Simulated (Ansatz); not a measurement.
An Ansatz (a quantum-chemistry and plane-wave program) input (HSE06 (Ansatz; PAW; 420 eV plane waves; no SOC)):

Ansatz 0.2 input:
```yaml
crystal:
  lattice:
    - [0, 3.184827497, 3.184827497]
    - [3.184827497, 0, 3.184827497]
    - [3.184827497, 3.184827497, 0]
  atoms:
    - { symbol: Te, position: [0, 0, 0] }
    - { symbol: Sn, position: [0.5, 0.5, 0.5] }
basis: { ecutwfc: 420, ecutrho_ratio: 4, xc_grid: 2, fft_grid_basis: typed }
kpoints: { mp_grid: { grid: [6, 6, 6] } }
hamiltonian:
  xc: hse06
  dispersion: none
  pseudopotentials: { kind: paw }
scf: { occupations: { method: fermi_dirac, width: 0.01 } }
output: { eigenvalues: true, eigenstates: { kpoints: [[0.5, 0.5, 0.5], [0, 0, 0], [0.5, 0.25, 0.75], [0.5, 0, 0.5]] } }
```

### Question
Which symmetry and how many k-points will the program report, and about how many plane waves at Γ?

### Answer
Space group Fm-3m (ITA 225) with 48 operations, k-points 16 of 216, and 1243 plane waves at Γ.

Single points use the geometry relaxed with r2SCAN. The hybrid gap comes from the SCF mesh plus the semilocal run's edge points and a few special points and is an upper bound. Whether these cells are dynamically stable was not tested. The cell is SnTe in the rock salt structure (space group Fm-3m, No. 225).
